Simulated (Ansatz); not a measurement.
**BN, response to strain**

The reference is BN in the wurtzite structure (space group P6_3mc, No. 186; a = 2.523 Å, c = 4.175 Å). Axes: x lies along a and z along c of the hexagonal cell.

Strains are applied to the cell and any free atomic positions relax; under biaxial strain the out-of-plane vector relaxes too.

Method: Ansatz (a program for electronic structure), LDA, PAW, cutoff 420 eV, scalar-relativistic without spin-orbit coupling.

Notes on the quantities. in-plane stress: mean in-plane stress (compression positive).

| case | in-plane stress | shortest interatomic distance | band gap | smallest direct gap |
|---|---|---|---|---|
| base | – | 1.548 Å | 4.93 eV | 8.29 eV |
| biaxial strain −3.00 %, plane normal [001], relaxed out of plane | +38.7 GPa | 1.510 Å | 4.57 eV | ___ |
| biaxial strain −2.40 %, plane normal [001], relaxed out of plane | +30.1 GPa | 1.518 Å | 4.65 eV | 7.99 eV |
| biaxial strain −1.80 %, plane normal [001], relaxed out of plane | +22.0 GPa | 1.525 Å | 4.73 eV | 8.16 eV |
| biaxial strain −1.20 %, plane normal [001], relaxed out of plane | +14.3 GPa | 1.533 Å | ___ | 8.32 eV |
| biaxial strain −0.60 %, plane normal [001], relaxed out of plane | +6.9 GPa | 1.541 Å | 4.87 eV | ___ |

Some entries are withheld; estimate them.


- biaxial strain −3.00 %, plane normal [001], relaxed out of plane, smallest direct gap: 7.82 eV
- biaxial strain −1.20 %, plane normal [001], relaxed out of plane, band gap: 4.80 eV
- biaxial strain −0.60 %, plane normal [001], relaxed out of plane, smallest direct gap: 8.35 eV

Whether these cells are dynamically stable was not tested.
